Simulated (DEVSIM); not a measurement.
System: illuminated Si p-on-n cell, one wavelength, at 400 K.

Layer 1 from the left is Si, thickness (μm) 0.100, Na (cm⁻³) 1e19, τn (s) 1.4e-6, τp (s) 3.6e-7, absorption coefficient (cm⁻¹) 100. Layer 2 from the left is Si, thickness (μm) 38.0, Nd (cm⁻³) 1.7e17, τn (s) 1.7e-5, τp (s) 1.7e-5, absorption coefficient (cm⁻¹) 100.

Left contact: ohmic, minority electron recombination velocity 30 cm/s. Right contact: ohmic, minority hole recombination velocity 200 cm/s. Voltage is applied to the left contact. Recombination: SRH at mid-gap, radiative, Auger. Light enters at the left, 5.7e17 photons cm⁻² s⁻¹, one pass, no reflection. Mobility is μmin + (μ − μmin)/(1 + (N/Nref)^α).

This is a model device: material constants are rounded textbook-type values typed into the input, and sizes, dopings and lifetimes were drawn at random. Values at 300 K; Nc and Nv go as T^1.5, mobilities as T to minus their exponent, the gap by Varshni's rule with the affinity fixed.

Si: gap (eV) 1.124, affinity (eV) 4.05, permittivity 11.7, Nc (cm⁻³) 2.86e19, Nv (cm⁻³) 3.1e19, μn (cm²/Vs) 1417, μp (cm²/Vs) 470, μn,min 52, μp,min 45, Nref,n 9.7e16, Nref,p 2.2e17, αn 0.68, αp 0.72, T exponent of μn 2.3, T exponent of μp 2.2, B (cm³/s) 4.7e-15, Cn (cm⁶/s) 2.8e-31, Cp (cm⁶/s) 9.9e-32, Varshni α (eV/K) 0.000473, Varshni β (K) 636.

Model (solved in DEVSIM): 1D drift-diffusion, Boltzmann statistics, complete ionisation; no tunnelling, impact ionisation, image-force lowering or self-heating.

Dark forward current:

| |V| (V) | |J| (A/cm²) |
|---|---|
| 0.05 | 6.793e-8 |
| 0.10 | 2.924e-7 |
| 0.15 | 1.126e-6 |
| 0.20 | 4.424e-6 |
| 0.25 | 1.793e-5 |
| 0.30 | 7.433e-5 |
| 0.35 | 0.0003122 |
| 0.40 | 0.001321 |
| 0.45 | 0.005607 |
| 0.50 | 0.02382 |
| 0.55 | 0.1009 |
| 0.60 | 0.4195 |
| 0.65 | 1.655 |
| 0.70 | 6.084 |
| 0.75 | 22.38 |
| 0.80 | 85.85 |
| 0.85 | 313.0 |
| 0.90 | 928.7 |
| 0.95 | 2122 |

Problem. Work out the local ideality factor n = ΔV / (kT/q · ln(J2/J1)) between the rows 0.15 and 0.20 V, 0.45 and 0.50 V, 0.90 and 0.95 V.

Solution. kT/q = 34.47 mV. From 0.15 to 0.20 V: ln(4.424e-6/1.126e-6) = 1.368, n = 1.06, near the 1 of diffusion or emission over a barrier. From 0.45 to 0.50 V: ln(0.02382/0.005607) = 1.447, n = 1.00, near the 1 of diffusion or emission over a barrier. From 0.90 to 0.95 V: ln(2122/928.7) = 0.826, n = 1.76.

Problem. What current could the absorbed light give at most, and what share is collected?

Solution. Σ αd = 0.381, so qΦ(1 − exp(−Σ αd)) = 28.9 mA/cm². The simulated short-circuit current is 25.98 mA/cm², a share of 0.90.

Problem. Estimate the open-circuit voltage by superposition: the voltage at which the dark current equals that short-circuit current.

Solution. Interpolating ln J in the table gives 0.503 V. The simulation gives 0.503 V, the same within the digits that matter. Superposition holds where collection doesn't change with voltage.

Problem. Estimate the fill factor from FF0 = (v − ln(v + 0.72))/(v + 1), v = qVoc/(nkT), with n from the dark curve.

Solution. The rows about Voc, 0.50 and 0.55 V, give n = 1.00, so v = 14.5 and FF0 = 0.760. The simulation gives 0.761, the same within the digits that matter.
